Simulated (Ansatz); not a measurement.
Results of PBE-D4 in Ansatz (PAW) for Ge3N4 (P6₃/m, No. 176; cell taken from a computed entry).

Numerical settings: plane-wave cutoff 500 eV, 6×6×12 k mesh (along the axes of the cell as run), gaussian smearing 0.02 eV, scalar-relativistic PAW data made under PBE.

Computed at the level's own relaxed cell.

Q: Give the computed volume per atom, lattice constant a, c axis length and band gap.

A: 
- volume per atom = 12.47 Å³/atom
- lattice constant a = 8.072 Å
- c axis length = 3.095 Å
- band gap = 2.05 eV (on the SCF k mesh)

Note: the relaxation could not lower the start's symmetry, so the cell can be a saddle point above a distorted one.

Spin–orbit coupling is not included.

Ansatz is a first-principles code.
